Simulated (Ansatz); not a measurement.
Functionals compared on CH3 on the 1x1 (111) surface of fcc Rh, one in a 2x2 cell, started at the site 'bridge Rh-Rh (span 2.7 Å)', in Ansatz (plane waves, PAW). The structure was relaxed with PBE; the other rows are single points on it, each with its references at the same level. Cutoff 420 eV (500 eV for r2SCAN).

Slab: 20 atoms, 6.5 Å thick at the start under the adsorbate (thin: gaps and levels are the slab's own); k 6x6x1, smearing 0.1 eV, dipole-corrected; 8 atoms held, the rest relaxed; no symmetry held; no spin, no spin-orbit, no U, no dispersion correction. At the end it is bonded to 2 Rh. In PBE this state lies 0.08 eV over the lowest of the starts that converged ('hollow Rh-Rh-Rh over Rh at depth 4.4 Å'). These notes are the PBE run's. Adsorption energies are against CH4(g) − ½ H2(g). A negative adsorption energy means that the adsorbate is more stable on the surface than in its reference.

| functional | adsorption energy (eV) | work function of the top face (eV) | change of the work function (eV) | rough cost of the single point |
|---|---|---|---|---|
| PBE | 0.74 | 4.17 | -0.98 | – |
| RPBE | 1.00 | 4.05 | -0.91 | roughly 2.7 core-minutes |
| r2SCAN | [?] | [?] | [?] | around 5 core-minutes (rough) |

### Question
Fill in the missing entries.

### Answer

- r2SCAN, adsorption energy (eV): 0.57
- r2SCAN, work function of the top face (eV): 4.18
- r2SCAN, change of the work function (eV): -0.95

Ansatz is a program for electronic structure.
